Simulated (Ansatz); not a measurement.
Base system: TaTlO$_{3}$ in the cubic perovskite structure (space group Pm-3m, No. 221; a = 4.0336 Å; a cell from a computed database, its experimental status unchecked). Axes: x, y, z lie along the cube axes.

Levels (all Ansatz, a first-principles code, PAW): PBEsol (420 eV, without spin-orbit coupling); r2SCAN (500 eV, spin-orbit coupling left out).

Its gap is 0.61 eV with PBEsol and 0.92 eV with r2SCAN.

Perturbation: uniaxial strain ε_yy = −5.53 %, all other strain components held at zero, atoms relaxed at fixed cell.

With PBEsol the gap becomes 0.18 eV.

Problem. If the r2SCAN correction stayed the same, what would the r2SCAN gap be, and what does the r2SCAN run give?

Solution. A rigid correction of +0.31 eV gives 0.49 eV. The r2SCAN run gives 0.48 eV, so the two effects roughly add.

Single points use the geometry relaxed with PBEsol. Spin-orbit coupling, missing from the scalar runs, can matter with Ta and Tl. Stability against distortions was not tested. Many cubic perovskites are stable only at high temperature; tilts and polar distortions were not tested. The zero or small gap of TaTlO3 under uniaxial strain ε_yy = −5.53 % can change with the level of theory.
